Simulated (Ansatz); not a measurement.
Re (Fm-3m, No. 225, 1 atoms in the cell; start mp-8642; another form than the element's usual one) was calculated with PBEsol in Ansatz (plane waves, PAW).

Settings: plane-wave cutoff 520 eV, 24×24×24 k mesh, Fermi–Dirac smearing 0.05 eV, no spin polarisation, scalar-relativistic PAW data made under PBE.

Cell (relaxed at this level):

Re is taken in the cubic space group Fm-3m (No. 225), the fcc (Cu type) structure, Pearson symbol cF4. Conventional cell: a = 3.880 Å, b = 3.880 Å, c = 3.880 Å, α = 90.00°, β = 90.00°, γ = 90.00°. Re on 4a is coordinated by 12 Re at 2.744 Å (cuboctahedral). (Neighbours: up to the widest gap in distance over summed covalent radii, below 1.35, at either atom.)
(The calculation used a cell of 1 atom; values per cell refer to that cell.)

Q: What does this level give for the bulk modulus B0?

A: 
* **bulk modulus B0**: 389 GPa

Note: the run has no spin polarisation, so it can have missed a magnetic state; the bulk modulus is −V dP/dV from two relaxed cells at ±2 % in volume; the relaxation could not lower the start's symmetry, so the cell can be a saddle point above a distorted one.

Spin–orbit coupling is not included.

The computed numbers hold no vibrational or temperature effects.

A start named mp-… is a Materials Project structure, which need not be a measured phase.

Ansatz is a quantum-chemistry and plane-wave program.
